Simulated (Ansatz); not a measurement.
Response to strain in BaZrO3

The parent structure is BaZrO3 in the cubic perovskite structure (space group Pm-3m, No. 221; a = 4.1806 Å).

Strains are applied to the cell and any free atomic positions relax.

Method: PBEsol, PAW, 420 eV (Ansatz, a quantum-chemistry and plane-wave program; no spin-orbit coupling).

Candidates:
(a) isotropic strain +1.80 %
(b) isotropic strain +2.40 %
(c) isotropic strain +3.00 %
(d) isotropic strain +1.20 %
(e) isotropic strain +0.60 %

Notes on the quantities. energy relative to the base: free energy F.

### Question
Order them by energy relative to the base, highest first.

### Answer
(c) isotropic strain +3.00 % (+54 meV/atom), (b) isotropic strain +2.40 % (+35 meV/atom), (a) isotropic strain +1.80 % (+20 meV/atom), (d) isotropic strain +1.20 % (+9.2 meV/atom), (e) isotropic strain +0.60 % (+2.3 meV/atom)

No phonon test of stability was made.
